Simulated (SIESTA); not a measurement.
Worked example: self-consistent single point of Na (Im-3m, 1 atom in the cell) in SIESTA.

Level of theory: GGA PBE, numerical atomic orbitals DZP, PseudoDojo PBE standard norm-conserving potentials (rewritten from UPF to PSML) (SIESTA).

The change in words: lattice scaled by 0.98. Reference geometry:
```
Na
1.0
   -2.08298     2.08298     2.08298
    2.08298    -2.08298     2.08298
    2.08298     2.08298    -2.08298
Na
1
Direct
  0.00000   0.00000   0.00000
```

Reference input (self-consistent single point, DFT, GGA PBE, numerical atomic orbitals DZP, PseudoDojo PBE standard norm-conserving potentials (rewritten from UPF to PSML)): XC.functional = GGA; XC.authors = PBE; potentials = PseudoDojo PBE standard; PAO.BasisSize = DZP; PAO.EnergyShift = 0.01 Ry; MeshCutoff = 300 Ry; kgrid.MonkhorstPack = 8 8 8; OccupationFunction = FD; ElectronicTemperature = 100 meV; MaxSCFIterations = 150; SCF.Mixer.Method = Broyden; SCF.Mixer.Weight = 0.1. This run's input differs from it in these lines:

```diff
@@ -9,7 +9,7 @@
 %endblock ChemicalSpeciesLabel
-LatticeConstant              3.607836 Ang
+LatticeConstant              3.535679 Ang
 %block LatticeVectors
-    -0.577350245    0.577350245    0.577350245
-     0.577350245   -0.577350245    0.577350245
-     0.577350245    0.577350245   -0.577350245
+    -0.577350206    0.577350206    0.577350206
+     0.577350206   -0.577350206    0.577350206
+     0.577350206    0.577350206   -0.577350206
 %endblock LatticeVectors
```

The program printed (abridged):

```
        iscf     Eharris(eV)        E_KS(eV)     FreeEng(eV)     dDmax    Ef(eV) dHmax(eV)
   scf:    1    -1243.023103    -1243.207552    -1243.226966  0.596299 -3.140606  2.233783
   scf:    2    -1243.216962    -1243.212282    -1243.231694  0.007458 -3.152151  1.967070
   scf:    3    -1243.241295    -1243.227933    -1243.247326  0.051601 -3.234360  0.054318
   scf:    4    -1243.227950    -1243.227942    -1243.247335  0.001448 -3.237207  0.004730
   scf:    5    -1243.227942    -1243.227942    -1243.247335  0.000037 -3.237907  0.003988
   scf:    6    -1243.227941    -1243.227941    -1243.247335  0.000057 -3.238754  0.003081
   scf:    7    -1243.227940    -1243.227941    -1243.247335  0.000064 -3.239700  0.002068
   scf:    8    -1243.227940    -1243.227940    -1243.247335  0.000056 -3.240512  0.001197
   scf:    9    -1243.227940    -1243.227940    -1243.247335  0.000035 -3.241025  0.000648
SCF Convergence by DM+H criterion
max |DM_out - DM_in|         :     0.0000346026
max |H_out - H_in|      (eV) :     0.0006483806
SCF cycle converged after 9 iterations

Using DM_out to compute the final energy and forces

siesta: E_KS(eV) =            -1243.2279

siesta: E_KS - E_eggbox =     -1243.2279

siesta: Atomic forces (eV/Ang):
     1   -0.000000   -0.000000    0.000000
   Tot   -0.000000   -0.000000    0.000000
   Max    0.000000
   Res    0.000000    sqrt( Sum f_i^2 / 3N )
   Max    0.000000    constrained

Stress tensor Voigt[x,y,z,yz,xz,xy] (kbar):      -11.56      -11.56      -11.56        0.27        0.27        0.27
(Free)E + p*V (eV/cell)    -1243.0019
Target enthalpy (eV/cell)    -1243.2473

siesta: Program's energy decomposition (eV):
siesta: FreeEng =     -1243.247335

siesta: Stress tensor (static) (eV/Ang**3):
   [... lines left out ...]
siesta: Cell volume =         34.024868 Ang**3
siesta:          11.55754648         11.55754648  kBar
   [... lines left out ...]

mulliken: Atomic and Orbital Populations:

Species: Na
Atom  Qatom  Qorb
               2s      3s      3s      2py     2pz     2px     3py     3pz
               3px
   1  9.000   2.013   0.628  -0.054   2.023   2.023   2.023   0.115   0.115
              0.115

mulliken: Qtot =        9.000

Mulliken Atomic Populations:
Atom #   charge [q] valence [e]  Species
     1    -0.000000    9.000000  Na
 Total    -0.000000
```

The run converged in 9 iterations. Against the reference run the free energy goes up by 11.7 meV/atom and the pressure goes from 0.60 to 1.16 GPa.

The starting cell comes from a database of computed structures (which also holds hypothetical and non-ambient phases and stackings), without a prior relaxation at this level. Its lattice was rescaled by a random factor within 2.5 % of one. For this run, on top of that: lattice scaled by 0.98. Values carry the incompleteness of an atom-centred basis.
